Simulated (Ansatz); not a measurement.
CsCl-type TmRh

Calculation: LDA (Ansatz, an electronic-structure program, PAW).

Settings: plane-wave cutoff 520 eV, 16×16×16 k mesh, Fermi–Dirac smearing 0.05 eV, spin-polarised with parallel moments, scalar-relativistic PAW data made under PBE.

Cell (relaxed at this level):

```
CELL_PARAMETERS angstrom
      3.28812     0.00000     0.00000
      0.00000     3.28812     0.00000
      0.00000     0.00000     3.28812
ATOMIC_POSITIONS crystal
  Rh 0.00000 0.00000 0.00000
  Tm 0.50000 0.50000 0.50000
```
Starting moments (μB, in the order of the record's atoms Rh Tm): 0.0 2.0.

| Quantity | Result |
|---|---|
| band gap | none |
| bulk modulus B0 | 124 GPa |

Note: the magnetic order was assumed, not searched for or taken from measurement; the 4f shell is treated without U or exact exchange, so its levels and filling can be wrong; the bulk modulus is −V dP/dV from two relaxed cells at ±2 % in volume; the volume lies 6 % below that of the published cell.

Spin–orbit coupling is not included.

The computed numbers hold no vibrational or temperature effects.

It cost around 2.4 core-minutes (rough) of CPU time.
